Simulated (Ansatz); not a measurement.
The starting structures come from a database of crystals and need not be the phases stable at ambient conditions.

 Where the default PAW files enter, the runs use the earlier of Ansatz's two default sets.

Consider the following.

```yaml
crystal:
  lattice:
    - [5.93408, 0.00000, 0.00000]
    - [-2.96704, 5.13907, 0.00000]
    - [2.96704, -1.71302, 4.84516]
  atoms:
    - { symbol: Cs, position: [0.75000, 0.25000, 0.75000] }
    - { symbol: Li, position: [0.50000, 0.50000, 0.50000] }
    - { symbol: Mo, position: [0.25000, 0.75000, 0.25000] }
    - { symbol: O, position: [0.37121, 0.62879, 0.37121] }
    - { symbol: O, position: [0.37121, 0.62879, 0.88637] }
    - { symbol: O, position: [0.37121, 0.11363, 0.37121] }
    - { symbol: O, position: [0.88637, 0.62879, 0.37121] }
```

Space group of this cell: F-43m. The cell is taken as given.

Transport runs along the normal of the first two printed cell vectors, the (111) plane of the conventional cell.

No gap correction and no spin-orbit coupling; mid-gap values are interpolated between computed energies.

Task: Predict the band gap and the smallest decay constant κ at mid-gap from r2SCAN in Ansatz (an electronic-structure program).

Result: Gap 4.92 eV on a 6×6×6 mesh; κ = 0.558 1/Å, at the zone centre.
